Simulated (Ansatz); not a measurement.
Short convergence ladders for LaBi (Fm-3m, 2 atoms in the cell)

```
CELL_PARAMETERS angstrom
      0.00000     3.34826     3.34826
      3.34826     0.00000     3.34826
      3.34826     3.34826     0.00000
ATOMIC_POSITIONS crystal
  La 0.50000 0.50000 0.50000
  Bi 0.00000 0.00000 0.00000
```

Base method: LDA (PW92), default PAW files made with PBE (plane waves; Ansatz, a first-principles code).

Base settings: basis.ecutwfc = 420 eV; kpoints.mp_grid.grid = 9 9 9; hamiltonian.xc = lda; hamiltonian.pseudopotentials = {kind: paw} (the program's default PAW files); scf.occupations.method = gaussian; scf.occupations.width = 0.1 eV.

Core times come from one kind of shared machine, to one figure; runs under 30 s give none.

**Zone-centre phonons against the mesh**

In this ladder: phonons.method = dfpt.

Frequencies are those of the unrelaxed cell, without the LO-TO term of polar crystals.

Only quantities that move along the ladder and can be compared are tabulated.

```csv
kpoints.mp_grid.grid,highest zone-centre frequency (cm⁻¹),core time / last (rough)
3 3 3,69.9,–
4 4 4,95.6,–
5 5 5,81.2,–
7 7 7,91.0,–
8 8 8,91.6,–
10 10 10,92.5,0.1
13 13 13,91.6,0.2
16 16 16,91.2,0.4
19 19 19,91.2,1
```

Coarsest kpoints.mp_grid.grid that holds the highest zone-centre frequency within 1 cm⁻¹ of the last step, with all finer ones: 13 13 13, at about 0.2 of the last step's time; the step before is off by 1.3 cm⁻¹.

**The q mesh of the phonons**

In this ladder: kpoints.mp_grid.grid = 12 12 12; phonons.method = dfpt.

Only quantities that move along the ladder and can be compared are tabulated.

Thermal sums run over frequencies interpolated from this q mesh.

| phonons.qmesh | zero-point energy (meV/atom) | vibrational free energy at 300 K (meV/atom) | core time / last (rough) |
|---|---|---|---|
| 1 1 1 | 11.70 | -95.58 | 0.03 |
| 2 2 2 | 14.38 | -79.51 | 0.2 |
| 3 3 3 | 14.49 | -80.14 | 1 |

Coarsest phonons.qmesh that holds the zero-point energy within 1 meV/atom of the last step, with all finer ones: 2 2 2, at about 0.2 of the last step's time; the step before is off by 2.8 meV/atom.

Coarsest phonons.qmesh that holds the vibrational free energy at 300 K within 2 meV/atom of the last step, with all finer ones: 2 2 2, at about 0.2 of the last step's time; the step before is off by 15 meV/atom.

On the base run: the starting cell comes from a database of computed structures (which also holds hypothetical and non-ambient phases and stackings), without a prior relaxation at this level. Its lattice was rescaled by up to half a per cent. In the base run, with a pressure of about -4 GPa the cell is away from its equilibrium volume at this level.

Keys are those of Ansatz 0.2.
